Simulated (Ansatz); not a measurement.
## Zr with two functionals, Y on a Zr site

Start from a 24-atom supercell of Zr in the hcp (Mg type) structure (space group P6_3/mmc, No. 194; a = 3.2316 Å, c = 5.1736 Å) at its relaxed geometry.

(Cell as relaxed with PBE.)

Levels (all Ansatz, a quantum-chemistry and plane-wave program, PAW, earlier PAW set): PBE (420 eV, spin-orbit coupling left out); PBEsol (420 eV, no spin-orbit coupling).

Each level relaxes its own structure.

Now apply this change: a neutral Y on a Zr site, atoms relaxed at fixed cell, starting from a slightly rattled geometry.

```tsv
quantity	PBE	PBEsol
largest displacement of a host atom from its site in the perfect cell	0.06 Å	0.06 Å
pressure	1.0 GPa	1.0 GPa
```

The two agree on the largest displacement of a host atom from its site in the perfect cell and pressure. Neither level is exact; PBEsol is the comparison here, not a measurement.

In so small a cell the defect repeats every few ångströms: this is an ordered compound, not a dilute defect. All final runs are without spin polarisation.
